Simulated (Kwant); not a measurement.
Model system: quantum point contact (saddle potential) in a ZnO two-dimensional gas. Effective mass 0.3 mₑ, grid spacing 6.7 nm, hard walls, nominal width 200 nm (29 grid rows, so walls 201 nm apart), one parabolic valley, scattering region 600 nm long along x; energies count from the band bottom; Fermi energy 0.00188 eV. Potential (V0 + ½k y²) cos²(πx/L) for |x| < L/2, with V0 swept from 0.001974 to 0 eV, k = 1.6e-06 eV/nm², L = 210 nm.

The device is made up for the run: typed textbook-type constants, with dimensions and the other settings drawn at random.

Kwant, effective-mass tight-binding model on a square grid, one spin, coherent transport at 0 K. Conductance is in e²/h.

Question: Compare with the saddle-point formula G = Σ 1/(1 + exp(−2π(E − V0 − ħωy(n + ½))/ħωx)), taking ħωy = ħ√(k/m) and ħωx from the curvature along x of V0 plus half of the mode's confinement energy.

Answer: ħωy = 0.637 meV; at V0 = 1.60 meV the lowest mode has ħωx = 0.448 meV.

```
V0 (meV)  formula  simulation
--------  -------  ----------
1.86        0.020       0.020
1.60         0.36        0.38
1.34         0.97        0.97
1.09         1.08        1.10
0.830        1.82        1.85
0.572        2.01        2.01
```

The formula takes a parabolic saddle in the continuum; the run has the full potential on a grid.
